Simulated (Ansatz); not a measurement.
The reference is PbO (space group P4/nmm, No. 129; a = 3.9696 Å, c = 4.7054 Å).

All numbers come from plane-wave PAW DFT at the PBEsol-D3(BJ) level (Ansatz, a quantum-chemistry and plane-wave program, 420 eV), no SOC.

One thing is altered: every lattice vector is stretched by 1.80 %; the atoms relax in the strained cell.

Q: Estimate the effect on the largest internal atomic displacement.

A: The largest internal atomic displacement amounts to 0.043 Å.

Q: Estimate the effect on the energy relative to the base.

A: The energy grows by 7.9 meV/atom.

Stability against distortions was not tested.
